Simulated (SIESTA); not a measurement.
A self-consistent single point of TiB₂ (P1, 3 atoms in the cell) with SIESTA.

Computed with GGA PBE, numerical atomic orbitals DZP, PseudoDojo PBE standard norm-conserving potentials (rewritten from UPF to PSML) (SIESTA).

The change in words: lattice scaled by 0.98. Reference geometry:
```xyz
3
Lattice="3.0259 0.0000 0.0000 -1.5130 2.6205 0.0000 0.0000 0.0000 3.2288" Properties=species:S:1:pos:R:3 pbc="T T T"
Ti     0.0203     0.0050     0.0008
B     -0.0165     1.7384     1.6248
B      1.5091     0.8772     1.6031
```

Reference input (self-consistent single point, DFT, GGA PBE, numerical atomic orbitals DZP, PseudoDojo PBE standard norm-conserving potentials (rewritten from UPF to PSML)): XC.functional = GGA; XC.authors = PBE; potentials = PseudoDojo PBE standard; PAO.BasisSize = DZP; PAO.EnergyShift = 0.01 Ry; MeshCutoff = 350 Ry; kgrid.MonkhorstPack = 8 8 7; OccupationFunction = FD; ElectronicTemperature = 0.05 eV; MaxSCFIterations = 150; SCF.Mixer.Method = Pulay; SCF.Mixer.Weight = 0.25. This run's input differs from it in these lines:

```diff
@@ -12,5 +12,5 @@
 %block LatticeVectors
-     5.718178972    0.000000000    0.000000000
-    -2.859089486    4.952087781    0.000000000
-     0.000000000    0.000000000    6.101491019
+     5.603814637    0.000000000    0.000000000
+    -2.801908263    4.853045345    0.000000000
+     0.000000000    0.000000000    5.979461955
 %endblock LatticeVectors
@@ -18,5 +18,5 @@
 %block AtomicCoordinatesAndAtomicSpecies
-     0.020302477    0.004981631    0.000816879  1
-    -0.016468624    1.738395416    1.624817156  2
-     1.509128121    0.877154953    1.603135965  2
+     0.019896424    0.004881998    0.000800541  1
+    -0.016139581    1.703627268    1.592321014  2
+     1.478945191    0.859611734    1.571073445  2
 %endblock AtomicCoordinatesAndAtomicSpecies
```

Output (repeated stretches shortened):

```
        iscf     Eharris(eV)        E_KS(eV)     FreeEng(eV)     dDmax    Ef(eV) dHmax(eV)
   scf:    1    -1737.847385    -1771.447821    -1771.452003  1.645295 -5.736358 12.618012
   scf:    2    -1780.269048    -1777.118997    -1777.119675  0.223078 -6.598794  2.848979
   scf:    3    -1777.409221    -1777.411412    -1777.412076  0.060071 -6.976583  0.396329
   scf:    4    -1777.334534    -1777.396432    -1777.396999  0.020144 -6.868241  0.802833
   scf:    5    -1777.423745    -1777.421865    -1777.422427  0.016131 -6.974492  0.097059
   scf:    6    -1777.422227    -1777.422216    -1777.422778  0.002516 -6.961037  0.014339
   scf:    7    -1777.422227    -1777.422222    -1777.422783  0.000169 -6.961986  0.007436
   scf:    8    -1777.422225    -1777.422224    -1777.422785  0.000144 -6.962700  0.001644
   scf:    9    -1777.422224    -1777.422224    -1777.422785  0.000038 -6.962928  0.000150
SCF Convergence by DM+H criterion
max |DM_out - DM_in|         :     0.0000378334
max |H_out - H_in|      (eV) :     0.0001503089
SCF cycle converged after 9 iterations

Using DM_out to compute the final energy and forces

siesta: E_KS(eV) =            -1777.4222

siesta: E_KS - E_eggbox =     -1777.4222

siesta: Atomic forces (eV/Ang):
     1   -0.482874   -0.116589   -0.018277
     2    0.509379    0.305709   -0.126893
     3   -0.025243   -0.189378    0.144837
   Tot    0.001262   -0.000259   -0.000333
   Max    0.509379
   Res    0.273577    sqrt( Sum f_i^2 / 3N )
   Max    0.509379    constrained

Stress tensor Voigt[x,y,z,yz,xz,xy] (kbar):     -215.25     -203.81     -114.49       -0.14       -0.33       -5.74
(Free)E + p*V (eV/cell)    -1774.7479
Target enthalpy (eV/cell)    -1777.4228

   [... lines left out ...]
siesta: FreeEng =     -1777.422785
siesta: Cell volume =         24.097035 Ang**3
siesta:         177.85137511        170.58814251  kBar
   [... lines left out ...]
              0.056   0.054   0.041   0.055   0.057
   3  3.285   0.204   0.519   0.217   0.458   0.218   0.520   0.362   0.523
              0.056   0.054   0.041   0.055   0.057

mulliken: Qtot =       18.000

Mulliken Atomic Populations:
Atom #   charge [q] valence [e]  Species
     1     0.571287   11.428713  Ti
     2    -0.285955    3.285955  B
     3    -0.285333    3.285333  B
 Total    -0.000000
```

The run converged in 9 iterations. Against the reference run the free energy rises by 27.3 meV/atom, the pressure goes from 0.51 to 17.79 GPa and the largest force goes from 0.524 to 0.607 eV/Å.

The starting cell comes from a database of computed structures (which also holds hypothetical and non-ambient phases and stackings), without a prior relaxation at this level. Its atoms were displaced at random from the sites of space group no. 191. For this run, on top of that: lattice scaled by 0.98. Spin polarisation is off. Values carry the incompleteness of an atom-centred basis. With a pressure of about 18 GPa the cell is away from its equilibrium volume at this level.

Cost on one core of a shared machine: roughly 40 s.
